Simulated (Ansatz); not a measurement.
Input and output of a self-consistent single point for NaTiSi2O6 (P-1, 20 atoms in the cell) (Ansatz, a quantum-chemistry and plane-wave program).

Method: PBEsol-D4, default PAW files made with PBE (plane waves; Ansatz).

```yaml
crystal:
  lattice:
    - [5.36713, 0.00000, 0.00000]
    - [1.40532, 6.47250, 0.00000]
    - [1.42400, 0.32266, 6.52307]
  atoms:
    - { symbol: Na, position: [0.75790, 0.80340, 0.69920] }
    - { symbol: Na, position: [0.24210, 0.19660, 0.30080] }
    - { symbol: Ti, position: [0.25710, 0.59790, 0.90436] }
    - { symbol: Ti, position: [0.74290, 0.40210, 0.09564] }
    - { symbol: Si, position: [0.74170, 0.30020, 0.61490] }
    - { symbol: Si, position: [0.25830, 0.69980, 0.38510] }
    - { symbol: Si, position: [0.24090, 0.12230, 0.79510] }
    - { symbol: Si, position: [0.75910, 0.87770, 0.20490] }
    - { symbol: O, position: [0.80530, 0.39320, 0.38320] }
    - { symbol: O, position: [0.19470, 0.60680, 0.61680] }
    - { symbol: O, position: [0.64550, 0.46440, 0.80000] }
    - { symbol: O, position: [0.35450, 0.53560, 0.20000] }
    - { symbol: O, position: [0.51810, 0.15470, 0.64090] }
    - { symbol: O, position: [0.48190, 0.84530, 0.35910] }
    - { symbol: O, position: [0.01280, 0.13910, 0.65790] }
    - { symbol: O, position: [0.98720, 0.86090, 0.34210] }
    - { symbol: O, position: [0.14810, 0.30550, 0.96070] }
    - { symbol: O, position: [0.85190, 0.69450, 0.03930] }
    - { symbol: O, position: [0.30310, 0.88750, 0.89320] }
    - { symbol: O, position: [0.69690, 0.11250, 0.10680] }
```

Reference input (self-consistent single point, DFT, PBEsol, plane waves, default PAW files made with PBE): basis.ecutwfc = 30.9 Ry; kpoints.mp_grid.grid = 4 3 3; hamiltonian.xc = pbesol; hamiltonian.pseudopotentials = {kind: paw} (the program's default PAW files); scf.occupations.method = methfessel_paxton; scf.occupations.width = 0.01 Ry. This run's input differs from it in these lines:

```diff
@@ -33,2 +33,3 @@
   xc: pbesol
+  dispersion: d4
   pseudopotentials: { kind: paw }
```

Log, with long lists cut:

```
SCF iter   1: F=—  HF=-17141.637082 eV  |F-HF|=—  |Δ(HF+E_count)|=         —  Δρ=1.97e-2  dr2=7.12e-1  ethr=1.77e-3  ⟨swp⟩=6.3  Hψ=7029  notcnv=0  defer=49
all-band conjugate gradients solve this SCF's bands
preconditioner: auto → LDOS
SCF iter   2: F=—  HF=-17141.648297 eV  |F-HF|=—  |Δ(HF+E_count)|=   1.12e-2  S|Δr|=    0.00e0  Δρ=2.40e-2  dr2=7.03e-1  ethr=5.48e-4  ⟨swp⟩=2.0  Hψ=3204  notcnv=0  defer=197
   [... lines left out ...]
SCF iter   9: F=—  HF=-17141.453783 eV  |F-HF|=—  |Δ(HF+E_count)|=   1.33e-4  S|Δr|=    0.00e0  Δρ=3.87e-5  dr2=5.09e-6  ethr=2.33e-8  ⟨swp⟩=2.8  Hψ=2735  notcnv=0  defer=194
SCF iter  10: F=—  HF=-17141.453782 eV  |F-HF|=—  |Δ(HF+E_count)|=   9.59e-7  S|Δr|=    0.00e0  Δρ=1.50e-5  dr2=5.36e-7  ethr=3.92e-9  ⟨swp⟩=2.8  Hψ=2804  notcnv=0  defer=194
SCF iter  11: F=-17141.453781 eV  HF=-17141.453781 eV  |F-HF|=3.06e-8  |Δ(HF+E_count)|=   9.88e-8  S|Δr|=    0.00e0  Δρ=6.14e-6  dr2=6.65e-8  ethr=7.69e-11  ⟨swp⟩=11.1  Hψ=7407  notcnv=0
SCF 1 converged in 11 iterations: F = -17141.453781 eV  dr2 = 6.65e-8
Stability not checked (fill_not_monotonic)
Free energy (F): -17141.453781 eV
Internal energy: -17141.435820 eV  (E = F + TS)
E sigma→0 (E₀):  -17141.449291 eV
Entropy (-TS):   -0.017961 eV (-0.898 meV/atom)
Fermi energy:    9.320948 eV
--- Forces (eV/Å), atoms counted from 1 ---
  atom   1  Na    -0.03628350    -0.00044109     0.11853313
  atom   2  Na     0.03628350     0.00044109    -0.11853313
  atom   3  Ti     0.26698121    -0.31259080     0.49097053
  atom   4  Ti    -0.26698121     0.31259080    -0.49097053
   [... lines left out ...]
  atom  20  O      0.19702861     0.26948129     0.24756088
--- Stress (GPa, compression-positive) ---
       -8.271608       0.165570      -0.588497
        0.165575      -7.127339       1.101428
       -0.588492       1.101431      -5.475234
  P = ⅓ Tr σ = -6.9581 GPa (-69.581 kbar)
  The stress holds the Pulay correction. Without it, at fixed plane waves, as pw.x and ABINIT print it: P = -7.6001 GPa
```

The run converged in 11 iterations. Against the reference run the pressure goes from -5.56 to -6.96 GPa and the largest force hardly changes (0.647 to 0.640 eV/Å).

The starting cell comes from a database of published, mostly measured structures (it also holds non-ambient and calculated ones), without a prior relaxation at this level. Its lattice was rescaled by a random factor within 2.5 % of one. Spin polarisation is off, so a magnetic state, if there is one, cannot be reached. With a pressure of about -7 GPa the cell is away from its equilibrium volume at this level. Ansatz's pressure includes its estimate of the finite-basis (Pulay) stress. Without the estimate this run gives -7.60 GPa.

Cost on one core of a shared machine: roughly 30 s.

Keys are those of Ansatz 0.2.
